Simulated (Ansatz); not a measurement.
## Hypothetical anti-perovskite Cs3AuS: response to strain

Take Cs$_{3}$AuS in the anti-perovskite structure (space group Pm-3m, No. 221; a = 6.677 Å; a hypothetical phase, not in the database extracts checked) as the base. Axes: x, y, z lie along the cube axes.

Strains are applied to the cell and any free atomic positions relax; under biaxial strain the out-of-plane vector relaxes too.

Calculations: Kohn–Sham DFT with the PBE functional, run in Ansatz (a first-principles code) with PAW and 420 eV plane waves, no spin-orbit coupling.

```tsv
variant	gap character	band gap	volume per atom
base	–	1.14 eV	59.55 Å³
biaxial strain +0.35 %, plane normal [001], relaxed out of plane	indirect, Γ → X	1.14 eV	59.95 Å³
biaxial strain −0.74 %, plane normal [111], relaxed out of plane	indirect, Γ → L	(withheld)	59.26 Å³
uniaxial strain ε_yy = −2.63 %	indirect, Γ → X	0.99 eV	57.98 Å³
uniaxial strain ε_yy = −0.51 %	indirect, Γ → X	(withheld)	59.24 Å³
```

Question: Some entries are withheld; estimate them.

Answer: 
- biaxial strain −0.74 %, plane normal [111], relaxed out of plane, band gap: 1.13 eV
- uniaxial strain ε_yy = −0.51 %, band gap: 1.11 eV

With Au present, leaving out spin-orbit coupling can change the band edges. No phonon test of stability was made. k-point labels follow each cell's own Brillouin zone.
